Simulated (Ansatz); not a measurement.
## TiO: pressure series

The reference is TiO (space group C2/m, No. 12; a = 9.2077 Å, b = 4.1234 Å, c = 5.7587 Å, α = 90.00°, β = 107.35°, γ = 90.00°).

Cell and atoms are relaxed at each pressure.

All numbers come from plane-wave PAW DFT at the PBEsol level (Ansatz, a program for electronic structure, 420 eV), spin-orbit coupling left out.

Two rows of this table had their results exchanged by mistake.

```csv
pressure,volume per atom (Å³),shortest distance (Å),band gap
pressure −2 GPa,10.54,1.975,zero
pressure −1 GPa,9.99,1.957,zero
pressure 0.3 GPa,10.42,1.971,zero
pressure 0.7 GPa,10.40,1.970,zero
pressure 1.5 GPa,10.36,1.969,zero
pressure 3 GPa,10.29,1.966,zero
pressure 5 GPa,10.20,1.964,zero
pressure 7.5 GPa,10.09,1.960,zero
pressure 10 GPa,10.48,1.973,zero
```

Q: Which two?

A: The rows for pressure −1 GPa and pressure 10 GPa: the volume has to fall steadily with pressure, so 10.48 Å³ belongs to pressure −1 GPa and 9.99 Å³ to pressure 10 GPa.

Load acts through the strain it causes; cell and atoms are relaxed under it. Whether these cells are dynamically stable was not tested. Competing high-pressure phases were not computed. No Hubbard U is applied, and correlation can decide whether such a compound is a metal. All final runs are without spin polarisation.
